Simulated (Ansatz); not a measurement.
**PdGeS3 (C2/m, No. 12, 10 atoms in the cell; start mp-541785): band gap by level of theory**

No measured value is used here.

### Question
Put these levels in order of the band gap that they give for PdGeS3 (C2/m, No. 12, 10 atoms in the cell; start mp-541785), smallest first: PBE0 (Ansatz, a quantum-chemistry and plane-wave program), PBEsol+SOC (Ansatz), r²SCAN+SOC (Ansatz).

### Answer
PBEsol+SOC (0.98 eV), r²SCAN+SOC (1.28 eV), PBE0 (2.81 eV)

Computed values are for a static lattice. Levels without +SOC have no spin–orbit coupling; where heavier elements are present it shifts gaps, mostly down, and can invert bands.  Values are at the PBE-D3(BJ) cell. Cutoffs and k meshes differ between the levels. Ansatz's density-functional and Hartree–Fock values are scalar-relativistic unless marked +SOC, with PAW data made under PBE.

A start named mp-… is a Materials Project structure, which need not be a measured phase.
